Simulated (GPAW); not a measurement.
Input and output of a self-consistent single point for Yb (Fm-3m, 1 atom in the cell) (GPAW).

Method of the run: PBE, GPAW PAW datasets PBE (gpaw-data 1.0.1) (plane waves; GPAW 25.7.0).

The change in words: lattice scaled by 0.98. Reference geometry:
```xyz
1
Lattice="0.0000 2.6945 2.6945 2.6945 0.0000 2.6945 2.6945 2.6945 0.0000" Properties=species:S:1:pos:R:3 pbc="T T T"
Yb     0.0000     0.0000     0.0000
```

Reference input (self-consistent single point, DFT PBE, plane waves, GPAW PAW datasets PBE (gpaw-data 1.0.1)): mode = pw; ecut = 850 eV; xc = PBE; kpts = 9 9 9; mesh shift (steps) = 0 0 0; occupations.name = fermi-dirac; occupations.width = 0.1 eV; nbands = -5; symmetry.symmorphic = false; symmetry.tolerance = 0.0005; maxiter = 150. This run's input differs from it in these lines:

```diff
@@ -5,5 +5,5 @@
 atoms = Atoms(['Yb'],
-              cell=[[0.000000, 2.694516, 2.694516],
-                    [2.694516, 0.000000, 2.694516],
-                    [2.694516, 2.694516, 0.000000]],
+              cell=[[0.000000, 2.640626, 2.640626],
+                    [2.640626, 0.000000, 2.640626],
+                    [2.640626, 2.640626, 0.000000]],
               scaled_positions=[[0.000000, 0.000000, 0.000000]],
```

Output, abridged:

```
     iter     time        total  log10-change:
                         energy   eigst   dens
iter:   1 --:--:--    -5.337799
iter:   2 --:--:--    -1.421061   -0.53  -0.91
iter:   3 --:--:--    -1.338390   -2.48  -1.80
iter:   4 --:--:--    -5.801211   -0.51  -1.84
iter:   5 --:--:--    -1.210159   -0.67  -0.89
iter:   6 --:--:--    -1.217101   -2.10  -2.62
iter:   7 --:--:--    -1.207152c  -3.65  -2.53
iter:   8 --:--:--    -1.206078c  -4.81  -2.78
iter:   9 --:--:--    -1.201243c  -3.66  -2.71
iter:  10 --:--:--    -1.206515c  -3.74  -2.32
iter:  11 --:--:--    -1.213111c  -3.83  -2.83
   [... 2 lines left out ...]
iter:  14 --:--:--    -1.209839c  -4.81  -2.86
iter:  15 --:--:--    -1.210456c  -5.72  -3.39
iter:  16 --:--:--    -1.210349c  -7.06  -3.97
iter:  17 --:--:--    -1.210829c  -6.34  -3.91
iter:  18 --:--:--    -1.210846c  -7.55c -4.06c
Converged after 18 iterations.

Dipole moment: (0.000000, -0.000000, 0.000000) |e|*Ang

Energy contributions relative to reference atoms: (reference = -382585.272641)

Kinetic:        -29.549514
Potential:      +28.031261
External:        +0.000000
XC:              +0.034619
Entropy (-ST):   -0.089075
Local:           +0.317324
SIC:             +0.000000
--------------------------
Free energy:     -1.255384
Extrapolated:    -1.210846

Showing only first 2 kpts
 Kpt  Band  Eigenvalues  Occupancy
  0    10      5.79622    1.97560
  0    11      5.79622    1.97560
  0    12      9.08098    0.00000
  0    13      9.08098    0.00000

  1    10      5.78329    1.97853
  1    11      5.78489    1.97819
  1    12      8.60626    0.00000
  1    13      9.28426    0.00000

Fermi level: 6.23563

Gap: 0.194 eV
Transition (v -> c):
   [... lines left out ...]
Direct/indirect transitions are different
Direct gap: 0.287 eV
Transition at: (s=0, k=20, n=11, [0.44, 0.33, -0.33])
Energy (eV): -1.210846

Forces in eV/Ang:
  0 Yb    0.00000   -0.00000   -0.00000

Stress tensor:
     0.001819     0.000000     0.000000
     0.000000     0.001819     0.000000
     0.000000     0.000000     0.001819
Stress (GPa, Voigt): [0.2914 0.2914 0.2914 0.     0.     0.    ]
```

The run converged in 18 iterations. GPAW prints stress with tension positive. Against the reference run the free energy falls by 10.3 meV/atom and the pressure goes from -1.21 to -0.29 GPa.

The starting cell has typed, rounded lattice constants, without a prior relaxation at this level. Its lattice was rescaled by a random factor within 2.5 % of one. For this run, on top of that: lattice scaled by 0.98. Spin-orbit coupling is off. Spin polarisation is off. The log's line on a gap gives a spacing of levels on this mesh, which the program prints for metals too.

Cost on one core of a shared machine: roughly 40 s.
